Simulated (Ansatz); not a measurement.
# Na: strain along the normal

Na (bcc, Im-3m, 36.346 Å³/atom at rest) under an equal strain ε in the (001) plane with the normal axis free, as in a coherent film. PBEsol in Ansatz, a plane-wave DFT program (PAW, default set), 420 eV, 22×22×22 Γ-centred mesh, Fermi-Dirac smearing 0.10 eV; ions are relaxed within the symmetry of each cell.

Here s stands for strain and y for normal strain.

```
strain (%)  normal strain (%)
----------  -----------------
-1.50                    2.70
-1.00                    1.74
-0.50                    0.83
0.00                     0.00
0.50                    -0.81
1.00                    -1.59
1.50                    -2.29
3.00                        ?
```

Q: Using a straight line, estimate the missing y at s = 3.00 from the other rows, showing the fit.

A: Means: s 0, y 0.083. About the means, the sum of products is -11.635 and the sum of squares of s is 7.0000; the slope is their ratio. Least squares gives y = 0.083 - 1.6621·s. Residuals (row less fit): 0.124, -0.005, -0.084, -0.083, -0.062, -0.011, 0.120; standard error 0.098 (degrees of freedom: 5). The slope, -1.66 ± 0.04, is the elastic response of the normal axis, −2C12/C11 for this plane. At the withheld row, y = 0.083 - 1.6621 × 3.0 = -4.903%. The calculation gives -4.22%, 0.683% above the prediction (9.9 % of the range of y in the table). The row lies outside the fitted rows, so this is an extrapolation. From the scatter of the fitted rows alone, a prediction at this place has a standard error of 0.152%, so the miss is 4.5 times that.

One order more, fitted to all 13 runs of the series, follows each within 0.03, so the miss is the next term of a smooth law. In a metal these values are sensitive to mesh and smearing; energies are taken to zero smearing, stresses follow the free energy. Rows are the converged runs of the series near zero and its far end; series whose fitted rows scatter by over a few per cent of the range, as at a crossing or softening among them, aren't shown in this form. Most that stay on the fit to the last digits aren't either.
